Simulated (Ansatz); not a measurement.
# BaTe: uniaxial strain ε_zz = −0.50 %

Consider BaTe in the rock salt structure (space group Fm-3m, No. 225; a = 6.9414 Å). Axes: x, y, z lie along the cube axes.

One thing is altered: uniaxial strain ε_zz = −0.50 %, all other strain components held at zero; the atoms relax in the strained cell.

Level of theory: Ansatz (a program for electronic structure), PBEsol, PAW, cutoff 420 eV, without spin-orbit coupling. k-mesh 8×8×8 (Γ-centred); smearing 0.05 eV (Fermi–Dirac).

```tsv
quantity	base	changed	shift
volume per atom	41.81 Å³	41.60 Å³	-0.21 Å³
space group	Fm-3m (No. 225)	I4/mmm (No. 139)	–
shortest interatomic distance	3.471 Å	3.453 Å	-0.0174 Å
energy relative to the base (free energy F)	0 meV/atom	+0.3 meV/atom	+0.3 meV/atom
pressure (mean of the normal stresses, compression positive)	0.0 kbar	1.7 kbar	+1.7 kbar
band gap	1.46 eV	1.44 eV	-0.02 eV
gap character	–	indirect, Γ → M	–
smallest direct gap	1.82 eV	1.80 eV	-0.02 eV
electron mass	1.3 mₑ along k, 0.26 mₑ across (at X)	1.3 mₑ along k, 0.26 mₑ across (at X)	–
valence-band top at Γ (three highest levels, from the VBM)	0.00, 0.00, 0.00 eV	0.00, -0.01, -0.01 eV	–
valley order (the lowest conduction-band minima on the path, energy above the VBM, named in the base's zone)	X along ⟨100⟩ 1.46 eV; a point along ⟨111⟩, about 0.2 Å⁻¹ from Γ 2.93 eV	X along [001] 1.44 eV; X along [100] 1.44 eV; a point along [1-10], about 0.1 Å⁻¹ from Γ 2.91 eV; a point along [1-11], about 0.2 Å⁻¹ from Γ 2.92 eV	–
stress (xx, yy, zz, yz, xz, xy; compression positive)	–	(0.05, 0.05, 0.41, 0.00, 0.00, 0.00) GPa	–
```

Final structure:

```yaml
crystal:
  lattice:
    - [0.00000, 3.47069, 3.45334]
    - [3.47069, 0.00000, 3.45334]
    - [3.47069, 3.47069, 0.00000]
  atoms:
    - { symbol: Ba, position: [0.00000, 0.00000, 0.00000] }
    - { symbol: Te, position: [0.50000, 0.50000, 0.50000] }
```

Spin-orbit coupling, missing from the scalar runs, can matter with Te. Effective masses come from finite differences of ±0.01 Å⁻¹. Along k means along the line from Γ to the band edge. Whether these cells are dynamically stable was not tested. Labels are those of the standard path for the cell's own space group.
